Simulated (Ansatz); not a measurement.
Consider the following.

```xyz
2
Lattice="3.3105 0.0000 0.0000 -1.6552 2.8670 0.0000 0.0000 0.0000 5.2261" Properties=species:S:1:pos:R:3 pbc="T T T"
Hf     0.0000     1.9113     3.9196
Hf     1.6552     0.9557     1.3065
```

No spin polarisation.

Calculations: r2SCAN/PAW in Ansatz (a first-principles code), scalar-relativistic without spin-orbit coupling, earlier PAW set. Settings: 21×21×12 k-points, 0.1 eV Fermi–Dirac smearing.

Problem. Predict the pressure, band gap and space group.

Solution. The pressure (mean of the normal stresses, compression positive) comes out as -9.6 GPa and the band gap comes out as zero. The space group is P6_3/mmc (No. 194).

The cells carry an imposed strain or load. No phonon test of stability was made. All final runs are without spin polarisation. The cell was made from Hf in the hcp (Mg type) structure (space group P6_3/mmc, No. 194) by this change: isotropic strain +3.51 %.
